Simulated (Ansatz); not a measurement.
Worked example: self-consistent single point of AlN (Pm-3m, 2 atoms in the cell) in Ansatz (a quantum-chemistry and plane-wave program).

Level of theory: PBE, harder PAW files (source: ansatz) (plane waves; Ansatz).

```xyz
2
Lattice="2.4865 0.0000 0.0000 0.0000 2.4865 0.0000 0.0000 0.0000 2.4865" Properties=species:S:1:pos:R:3 pbc="T T T"
Al     0.0000     0.0000     0.0000
N      1.2433     1.2433     1.2433
```

Reference input (self-consistent single point, DFT, PBE, plane waves, harder PAW files (source: ansatz)): basis.ecutwfc = 900 eV; kpoints.mp_grid.grid = 13 13 13; hamiltonian.xc = pbe; hamiltonian.pseudopotentials = {kind: paw, source: ansatz}; scf.occupations.method = methfessel_paxton; scf.occupations.width = 0.1 eV. This run's input differs from it in these lines:

Ansatz 0.2 input:
```diff
@@ -13,3 +13,3 @@
   mp_grid:
-    grid: [13, 13, 13]
+    grid: [11, 11, 11]
 hamiltonian:
```

The program printed (abridged):

```
SCF iter   1: F=—  HF=-2814.483224 eV  |F-HF|=—  |Δ(HF+E_count)|=         —  Δρ=1.09e-1  dr2=1.74e0  ethr=3.10e-3  ⟨swp⟩=6.0  Hψ=4448  notcnv=0
all-band conjugate gradients solve this SCF's bands
preconditioner: auto → none
SCF iter   2: F=—  HF=-2814.204385 eV  |F-HF|=—  |Δ(HF+E_count)|=   2.79e-1  S|Δr|=    0.00e0  Δρ=6.36e-2  dr2=4.32e-1  ethr=3.10e-3  ⟨swp⟩=2.9  Hψ=1724  notcnv=0
   [... lines left out ...]
SCF iter   6: F=—  HF=-2814.115693 eV  |F-HF|=—  |Δ(HF+E_count)|=   2.93e-5  S|Δr|=    0.00e0  Δρ=3.05e-4  dr2=1.67e-5  ethr=6.75e-7  ⟨swp⟩=2.0  Hψ=843  notcnv=0
SCF iter   7: F=—  HF=-2814.115687 eV  |F-HF|=—  |Δ(HF+E_count)|=   6.34e-6  S|Δr|=    0.00e0  Δρ=7.68e-5  dr2=1.08e-6  ethr=1.04e-7  ⟨swp⟩=1.9  Hψ=779  notcnv=0
SCF iter   8: F=-2814.115686 eV  HF=-2814.115686 eV  |F-HF|=9.19e-9  |Δ(HF+E_count)|=   3.30e-7  S|Δr|=    0.00e0  Δρ=8.52e-6  dr2=1.18e-8  ethr=6.25e-10  ⟨swp⟩=6.8  Hψ=3377  notcnv=0
SCF 1 converged in 8 iterations: F = -2814.115686 eV  dr2 = 1.18e-8
Stability not checked (fill_not_monotonic)
Free energy (F): -2814.115686 eV
Internal energy: -2814.115392 eV  (E = F + TS)
E sigma→0 (E₀):  -2814.115613 eV
Entropy (-TS):   -0.000295 eV (-0.147 meV/atom)
Fermi energy:    16.510120 eV
--- Forces (eV/Å), atoms counted from 1 ---
  atom   1  Al     0.00000000    -0.00000000     0.00000000
  atom   2  N      0.00000000     0.00000000     0.00000000
--- Stress (GPa, compression-positive) ---
       38.920119       0.000000       0.000000
        0.000000      38.920119       0.000000
        0.000000       0.000000      38.920119
  P = ⅓ Tr σ = 38.9201 GPa (389.201 kbar)
  The stress holds the Pulay correction. Without it, at fixed plane waves, as pw.x and ABINIT print it: P = 38.9036 GPa
```

The run converged in 8 iterations. Against the reference run the free energy drops by 4.6 meV/atom and the pressure goes from 39.21 to 38.92 GPa.

The starting cell was generated: these elements placed on a structure prototype, without a prior relaxation; it need not be a known phase or ordering of this composition. With a pressure of about 39 GPa the cell is away from its equilibrium volume at this level. Ansatz's pressure includes its estimate of the finite-basis (Pulay) stress. The run gives no clean gap (levels at the Fermi energy touch, overlap or are partly filled at this smearing), which alone does not show that the compound is a metal.
